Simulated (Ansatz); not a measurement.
Levels about the gap of amorphous Si₃₀N₃₆C₃ (69 atoms in a cell of 771 Å³, 2.98 g/cm³; zone centre alone, so wide bands show as single levels with stretches between that a denser mesh fills), at the geometry that PBE relaxed, where it gives 3.3 GPa on a denser mesh. The participation number counts the atoms over which a state spreads; weights are charges in smoothed Voronoi cells. The levels come from a single point, so bond lengths are those of that geometry. Method of the levels: PBE, scalar-relativistic without spin-orbit coupling (Ansatz, a first-principles code). Sampling: the zone centre alone; Fermi-Dirac width 0.02 eV; no spin polarisation.

Preparation: random packing, a CHGNet melt and quench, and a DFT relaxation. N atoms were pushed apart under 1.9 Å during the dynamics, to hinder bonds among them. The hot cell started wider than the set density and was brought back towards it in steps. It is the lowest in DFT energy of 2 quenches. It is a model cell: composition and starting density were chosen by hand, and all elements were melted together. No dispersion term was used. Its density started from a set value of 2.98 and ended at 2.98 g/cm³. The quench (nominally 380 K/ps over its main leg) was far faster than any real one, so the model tends to hold more defects than a real film. A cell of this size samples the disorder only roughly. The volume was held where the preparation left it, at a PBE pressure of 3.3 GPa. Stress components on the final sampling reach 5.4 GPa. On a 2×2×2 Γ-centred mesh force components of up to 0.20 eV/Å stay, since the relaxation ran on the zone centre alone.

| E - E(highest filled), eV | filling | participation number | largest on | weight N | weight Si | weight C |
|---|---|---|---|---|---|---|
| -1.04 | filled | 14.9 | N, 3 neighbours | 0.71 | 0.22 | 0.07 |
| -0.99 | filled | 24.4 | Si, 4 neighbours | 0.52 | 0.41 | 0.07 |
| -0.82 | filled | 9.1 | N, 2 neighbours | 0.73 | 0.20 | 0.07 |
| -0.60 | filled | 11.4 | C, 3 neighbours | 0.50 | 0.28 | 0.23 |
| -0.45 | filled | 8.3 | N, 3 neighbours | 0.72 | 0.23 | 0.05 |
| -0.04 | filled | 13.6 | Si, 3 neighbours | 0.43 | 0.51 | 0.06 |
| 0.00 | filled | 17.0 | Si, 4 neighbours | 0.45 | 0.44 | 0.10 |
| 1.69 | empty | 11.8 | Si, 5 neighbours | 0.45 | 0.53 | 0.02 |
| 2.09 | empty | 13.5 | Si, 3 neighbours | 0.41 | 0.54 | 0.06 |
| 2.25 | empty | 9.5 | Si, 3 neighbours | 0.41 | 0.58 | 0.01 |
| 2.39 | empty | 24.0 | Si, 3 neighbours | 0.45 | 0.53 | 0.02 |
| 2.71 | empty | 27.7 | Si, 3 neighbours | 0.38 | 0.55 | 0.07 |
| 2.84 | empty | 28.6 | Si, 4 neighbours | 0.39 | 0.54 | 0.07 |
| 2.88 | empty | 40.1 | Si, 3 neighbours | 0.41 | 0.54 | 0.05 |

Most localised among these is the filled level at -0.45 eV, on a N atom, which has 3 neighbours (C 1.48 Å, Si 1.71 Å, Si 1.95 Å).
